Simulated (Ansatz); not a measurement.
**What biaxial strain +2.00 %, plane normal [001], relaxed out of plane does to KI**

Consider KI in the rock salt structure (space group Fm-3m, No. 225; a = 7.0056 Å). Axes: x, y, z lie along the cube axes.

Modification: tensile biaxial strain of 2.00 % in the plane normal to [001], as in epitaxy on a mismatched substrate; the out-of-plane cell vector and the atoms relax.

Computed with plane-wave PAW DFT at the PBEsol level (Ansatz, an electronic-structure program, 420 eV), no SOC. k-mesh 8×8×8 (Γ-centred); smearing 0.05 eV (Fermi–Dirac).

The space group goes from Fm-3m (No. 225) to I4/mmm (No. 139) and the energy rises by 3.1 meV/atom. The pressure (mean of the normal stresses, compression positive) drops by 0.37 GPa (0.01 GPa → -0.36 GPa) and the band gap decreases by 0.078 eV (3.87 eV → 3.80 eV). The gap character remains direct at Γ and the valley order (the lowest conduction-band minima on the path, energy above the VBM, named in the base's zone) goes from Γ 3.87 eV; X along ⟨100⟩ 4.79 eV to Γ 3.80 eV; X along [001] 4.84 eV; X along [100] 4.86 eV. The out-of-plane strain amounts to -0.45 % and the ratio −ε⊥/ε∥ is 0.23. The mean in-plane stress (compression positive) comes out as -0.5 GPa.

Cost of the whole job for the changed cell (relaxation, final SCF and bands): about 28 core-seconds (a rough figure).

Spin-orbit coupling, missing from the scalar runs, can matter with I. Stability against distortions was not tested. Labels are those of the standard path for the cell's own space group.
